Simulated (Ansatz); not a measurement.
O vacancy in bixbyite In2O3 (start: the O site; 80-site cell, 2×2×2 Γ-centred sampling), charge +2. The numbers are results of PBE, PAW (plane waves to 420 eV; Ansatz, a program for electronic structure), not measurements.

total energy of the defect cell: -205825.1894 eV
total energy of the perfect cell: -206373.9906 eV
μ(O) in O2 molecule in a box, atoms added −1: -564.9684 eV
Δμ(O), O-rich: 0.000 eV
valence-band maximum on the cell's zero: 8.057 eV
image correction with alignment: 0.445 eV
Fermi level above the maximum: 0.60 eV

Q: Work out the formation energy.

A: E_f = E(defect) − E(perfect) − Σ n μ + q (E_VBM + E_F) + E_corr = 548.801 − (564.968) + (17.313) + (0.445) = 1.59 eV.
